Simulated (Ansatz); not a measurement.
Start from CdS in the wurtzite structure (space group P6_3mc, No. 186; a = 4.197 Å, c = 6.830 Å).

All numbers come from PBE/PAW in Ansatz (a first-principles code), no spin-orbit coupling, earlier PAW set.

Before the change:

| Item | Result |
|---|---|
| Pressure | 0.00 GPa |
| Band gap | 1.11 eV |
| Valence-band top at Γ | 0.00, 0.00, -0.04 eV |
| Width of the top valence band | 1.55 eV |

Perturbation: every lattice vector is shortened by 4.45 %, atoms relaxed at fixed cell.

### Question
Predict the new energy relative to the base, pressure, band gap, valence-band top at Γ and width of the top valence band.

### Answer
The energy increases by 91 meV/atom; the pressure (mean of the normal stresses, compression positive) goes from zero to 9.93 GPa; the band gap goes up by 0.31 eV, from 1.11 eV to 1.42 eV; the valence-band top at Γ (three highest levels, from the VBM) becomes 0.00, 0.00, -0.06 eV (base: 0.00, 0.00, -0.04 eV); the width of the top valence band rises by 0.43 eV to 1.98 eV.

The cells carry an imposed strain or load. Whether these cells are dynamically stable was not tested.
